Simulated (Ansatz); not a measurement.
Pressure series in TiSi2

Take TiSi2 (space group Cmcm, No. 63; a = 3.5459 Å, b = 13.5650 Å, c = 3.5797 Å) as the base.

Cell and atoms are relaxed at each pressure.

Method: Ansatz (a program for electronic structure) PBE, scalar-relativistic without spin-orbit coupling, earlier PAW set.

Notes on the quantities. enthalpy: H = E + PV relative to the base's energy.

```tsv
change	enthalpy	shortest interatomic distance
base	–	2.404 Å
pressure −1 GPa	-0.09 eV/atom	2.407 Å
pressure 1.8 GPa	+0.16 eV/atom	2.399 Å
pressure 4.2 GPa	+0.37 eV/atom	2.393 Å
pressure 9 GPa	+0.78 eV/atom	2.381 Å
pressure 18 GPa	+1.52 eV/atom	2.362 Å
pressure 30 GPa	+2.45 eV/atom	2.341 Å
pressure 45 GPa	+3.56 eV/atom	2.319 Å
pressure 60 GPa	+4.61 eV/atom	…
```

Q: Some entries are withheld; estimate them.

A: 
- pressure 60 GPa, shortest interatomic distance: 2.300 Å

Load acts through the strain it causes; cell and atoms are relaxed under it. Stability against distortions was not tested. No other phases were tried under pressure. The final runs are not spin-polarised.
